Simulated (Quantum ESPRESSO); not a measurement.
## A worked fit of the energy against the vacuum, with one run withheld: the (001) slab of Tc (cut from a parent of space group no. 194; 4 atoms in the cell)

```xyz
4
Lattice="2.7263 0.0000 0.0000 -1.3632 2.3610 0.0000 0.0000 0.0000 36.5521" Properties=species:S:1:pos:R:3 pbc="T T T"
Tc     1.3632     0.7870    17.1840
Tc     0.0000     1.5740    15.0000
Tc     1.3632     0.7870    21.5521
Tc     0.0000     1.5740    19.3681
```

Method: PBEsol, SSSP 1.1.2 efficiency (PBE) pseudopotentials (plane waves; Quantum ESPRESSO 7.5).

Base settings: ecutwfc = 60 Ry; occupations = smearing; smearing = gauss; degauss = 0.0073499 Ry; input_dft = pbesol; potentials = {Tc: Tc_ONCV_PBE-1.0.oncvpsp.upf}; K_POINTS = automatic 6 6 1 0 0 0; conv_thr = 1e-09 Ry; mixing_beta = 0.3.

The last step of the ladder, which sets the zero, is vacuum between outermost atoms (Å) = 30.0.

The starting cell has typed, rounded lattice constants, without a prior relaxation at this level. The slab is cut from that crystal, and its faces are unrelaxed. Its lattice was rescaled by up to half a per cent. Spin polarisation is off. Forces in the cell shown exceed 1 eV/Å. Without a gap this mesh is coarse (it stands for a supercell whose shortest in-plane vector is 16 Å).

The differences are negative here: closer images bind.

An empirical form: the interaction of two facing surfaces decays exponentially with the gap, by the tails of the wave functions or, on ionic faces, by the in-plane pattern of charges: ln|ΔF| = a + b·d. One k-point is taken across the vacuum.

| vacuum (Å) | size of F less the last step's (meV/atom) | ln of it |
|---|---|---|
| 3.0 | 365.39 | 5.901 |
| 4.0 | 115.90 | 4.753 |
| 5.0 | ? | ? |
| 6.0 | 6.68 | 1.899 |
| 7.0 | 1.77 | 0.571 |

Question: Fit the line to the 4 rows given and predict the withheld one.

Answer: Means: x̄ = 5.0000, ȳ = 3.2810. Σ(x − x̄)(y − ȳ) = -13.51 and Σ(x − x̄)² = 10.00, so b = -1.351 and a = ȳ − b·x̄ = 10.036; the decay length is 0.74 Å. The largest residual of the fitted rows is 0.12. At x = 5.0 the line gives 3.281, that is 26.6 meV/atom. The run gave 27.81 meV/atom, a miss of 1.21 meV/atom (4 %). The table is a window of a longer ladder. The rows were chosen because the form fits them, the withheld one included, so this shows the method and is no test of the form.

Left out of this page: 6 runs of the series outside the window shown, repeating another row's setting, or not comparable.
